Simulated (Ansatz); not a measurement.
The starting structures come from a database of crystals and need not be the phases stable at ambient conditions.

 Where the default PAW files enter, the runs use the earlier of Ansatz's two default sets.

**Evanescent states of VCu3Te4 (P-43m, not sure to be the ambient phase, 8 atoms a cell, 25.6 Å³ an atom, -2 GPa at this level) along the normal of (110)**

Method: PBEsol (plane waves, PAW; Ansatz, an electronic-structure program).

The gap is the functional's own. No spin-orbit coupling. Mid-gap values are interpolated on the energy grid.

Energies count from the valence-band top; κ is the least over a 6×4 mesh across the current.

```csv
E (eV),κ (1/Å),where
0.03,0.043,off Γ
0.07,0.073,off Γ
0.12,0.093,off Γ
0.17,0.108,off Γ
0.23,0.121,off Γ
0.28,0.133,off Γ
0.33,0.142,off Γ
0.38,0.151,off Γ
0.42,0.160,off Γ
0.47,0.155,off Γ
0.53,0.100,off Γ
```

How thick must the barrier be to attenuate the transmission by 10^4 when the electrodes' Fermi level lies at 0.03 eV, and what attenuation does that film give at 0.17 eV?

d = 4 ln 10 / (2 × 0.043) = 107.1 Å. At 0.17 eV it gives 4 × 0.108/0.043 = 10.0 decades.
